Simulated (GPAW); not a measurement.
Input and output of a self-consistent single point for YbC₂ (P1, 3 atoms in the cell) (GPAW).

Level of theory: LDA (Perdew-Wang 92), GPAW PAW datasets LDA (gpaw-data 1.0.1) (plane waves; GPAW 25.7.0).

The change in words: atoms moved at random. Reference geometry:
```
YbC2
1.0
   -1.90793     1.90793     3.21379
    1.90793    -1.90793     3.21379
    1.90793     1.90793    -3.21379
Yb C
1 2
Direct
  0.00000   0.00000   0.00000
  0.59808   0.59808   0.00000
  0.40192   0.40192   0.00000
```

Reference input (self-consistent single point, DFT LDA (Perdew-Wang 92), plane waves, GPAW PAW datasets LDA (gpaw-data 1.0.1)): mode = pw; ecut = 950 eV; xc = LDA; kpts = 8 8 8; mesh shift (steps) = 0 0 0; occupations.name = fermi-dirac; occupations.width = 0.01 eV; nbands = -4; convergence.density = 1e-05 e/electron; convergence.energy = 1e-05 eV/electron; convergence.bands = -2; symmetry.symmorphic = false. This run's input differs from it in these lines:

```diff
@@ -8,5 +8,5 @@
                     [1.907925, 1.907925, -3.213790]],
-              positions=[[0.000000, 0.000000, 0.000000],
-                         [0.000000, -0.000000, 3.844207],
-                         [0.000000, -0.000000, 2.583373]],
+              positions=[[-0.065745, 0.003314, -0.042509],
+                         [-0.025868, 0.032896, 3.811452],
+                         [0.091615, -0.036212, 2.658633]],
               pbc=True)
```

Log, with long lists cut:

```
     iter     time        total  log10-change:
                         energy   eigst   dens
iter:   1 --:--:--   -34.703307   +0.64
iter:   2 --:--:--   -24.056777   -0.02  -0.89
iter:   3 --:--:--   -23.354231   -0.88  -1.13
iter:   4 --:--:--   -24.262387   -0.04  -1.18
iter:   5 --:--:--   -29.909062   -0.63  -1.16
   [... 26 lines left out ...]
iter:  32 --:--:--   -21.271801   -3.90  -2.59
iter:  33 --:--:--   -21.271010   -4.02  -2.69
iter:  34 --:--:--   -21.270608   -3.82  -2.79
iter:  35 --:--:--   -21.270522   -4.43  -2.97
iter:  36 --:--:--   -21.270313c  -4.55  -3.01
iter:  37 --:--:--   -21.270314c  -4.86  -3.32
iter:  38 --:--:--   -21.270287c  -4.77  -3.31
iter:  39 --:--:--   -21.270270c  -5.10  -3.41
iter:  40 --:--:--   -21.270240c  -5.54  -3.57
   [... 3 lines left out ...]
iter:  44 --:--:--   -21.270236c  -6.51  -4.15
iter:  45 --:--:--   -21.270236c  -6.85  -4.55
iter:  46 --:--:--   -21.270236c  -6.79  -4.63
iter:  47 --:--:--   -21.270235c  -6.95  -4.65
iter:  48 --:--:--   -21.270236c  -7.41c -4.78
iter:  49 --:--:--   -21.270236c  -7.44c -4.97
iter:  50 --:--:--   -21.270236c  -7.66c -5.06c
Converged after 50 iterations.

Dipole moment: (1.078128, -0.887333, 2.603065) |e|*Ang

Energy contributions relative to reference atoms: (reference = -384388.035274)

Kinetic:        -12.851709
Potential:      +11.555856
External:        +0.000000
XC:             -20.384253
Entropy (-ST):   -0.000720
Local:           +0.410230
SIC:             +0.000000
--------------------------
Free energy:    -21.270596
Extrapolated:   -21.270236

Showing only first 2 kpts
 Kpt  Band  Eigenvalues  Occupancy
  0    14      6.71200    0.68914
  0    15      6.71596    0.52268
  0    16      7.99357    0.00000
  0    17      8.02327    0.00000

  1    14      6.64585    1.99491
  1    15      6.66483    1.96653
  1    16      7.60029    0.00000
  1    17      8.79702    0.00000

Fermi level: 6.70557

No gap
No difference between direct/indirect transitions
Energy (eV): -21.270236

Forces in eV/Ang:
  0 Yb    0.29989   -0.02059    0.19274
  1 C    -0.93826    0.46837   10.90402
  2 C     0.63954   -0.44783  -11.09774

Stress tensor:
     0.054091     0.003198     0.036388
     0.003198     0.055294    -0.021181
     0.036388    -0.021181    -0.172187
Stress (GPa, Voigt): [  8.6664   8.8591 -27.5874  -3.3936   5.8301   0.5123]
```

The run converged in 50 iterations. GPAW prints stress with tension positive. Against the reference run the free energy rises by 203 meV/atom and the largest force goes from 1.089 to 11.13 eV/Å.

At such cutoffs GPAW's stress carries a finite-basis (Pulay) error, which enters relaxed cells too; its log prints stress with tension positive.

The starting cell comes from a database of computed structures (which also holds hypothetical and non-ambient phases and stackings), without a prior relaxation at this level. For this run, on top of that: atoms moved at random. Spin polarisation is off. Forces in this geometry exceed 1 eV/Å.

Cost on one core of a shared machine: roughly 8 min.
